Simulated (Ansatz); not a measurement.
Base system: Nb in the bcc (W type) structure (space group Im-3m, No. 229; a = 3.2729 Å; relaxed with 0.1 eV smearing). Axes: x, y, z lie along the cube axes.

Computed with Kohn–Sham DFT with the PBEsol functional, run in Ansatz (a program for electronic structure) with PAW and 420 eV plane waves, spin-orbit coupling left out.

Now apply this change: biaxial strain +1.00 %, plane normal [001], relaxed out of plane (Cartesian); in-plane vectors clamped, the third vector and the atoms free.

Question: Estimate the effect on the energy relative to the base and ratio −ε⊥/ε∥.

Answer: The energy rises by 2.6 meV/atom; the ratio −ε⊥/ε∥ is 1.09.

Whether these cells are dynamically stable was not tested. The final runs are not spin-polarised.
